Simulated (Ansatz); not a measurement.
What biaxial strain +2.08 %, plane normal [111], relaxed out of plane does to MgO

Take MgO in the rock salt structure (space group Fm-3m, No. 225; a = 4.214 Å) as the base. Axes: x, y, z lie along the cube axes.

Now apply this change: biaxial strain +2.08 %, plane normal [111], relaxed out of plane (Cartesian); in-plane vectors clamped, the third vector and the atoms free.

Level of theory: PBEsol (Ansatz, a first-principles code, PAW, without spin-orbit coupling). Settings: 13×13×13 k-points, 0.05 eV Fermi–Dirac smearing.

| quantity | base | changed | shift |
|---|---|---|---|
| space group | Fm-3m (No. 225) | R-3m (No. 166) | – |
| shortest interatomic distance | 3.982 bohr | 4.028 bohr | +0.046 bohr |
| energy relative to the base (free energy F) | 0 meV/atom | +9.4 meV/atom | +9.4 meV/atom |
| pressure (mean of the normal stresses, compression positive) | 0.01 GPa | -4.95 GPa | -4.96 GPa |
| band gap | 4.62 eV | 4.16 eV | -0.46 eV |
| gap character | direct at Γ | direct at Γ | – |
| electron mass | 0.34 mₑ (at Γ) | 0.33 mₑ (at Γ) | – |
| valence-band top at Γ (three highest levels, from the VBM) | 0.00, 0.00, 0.00 eV | 0.00, -0.20, -0.20 eV | – |
| out-of-plane strain | – | -0.73 % | – |
| ratio −ε⊥/ε∥ | – | 0.35 | – |
| mean in-plane stress (compression positive) | – | -7.4 GPa | – |

Final structure (turned so that z lies along the plane normal):

```yaml
crystal:
  lattice:
    - [3.04179, 0.00000, 0.00000]
    - [1.52090, 2.63427, 0.00000]
    - [1.52090, -0.87809, 2.41525]
  atoms:
    - { symbol: Mg, position: [0.00000, 0.00000, 0.00000] }
    - { symbol: O, position: [0.00000, 0.50000, 0.50000] }
```

Effective masses come from finite differences of ±0.01 Å⁻¹. Whether these cells are dynamically stable was not tested. Labels are those of the standard path for the cell's own space group.
